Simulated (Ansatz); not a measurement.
Gap of a (6,0) blue phosphorus nanotube at several levels, all on one geometry.

Levels: PBE (plane waves to 420 eV, PAW; Ansatz, a quantum-chemistry and plane-wave program); r2SCAN (plane waves to 500 eV, PAW; Ansatz); HSE06 (Ansatz). Unmarked values and the geometry are of the first. Mesh 1×1×6. No spin polarisation. It repeats along c; a and b span vacuum. A hypothetical model, rolled from the flat sheet. Only distortions within the start's symmetry and period were free. HSE06 ran on a 1×1×4 mesh and at PBE's edge points.

```csv
level,gap (eV)
PBE,0.96
r2SCAN,…
HSE06,1.61
```

### Question
Fill in the missing entries.

### Answer

- r2SCAN, gap (eV): 1.12
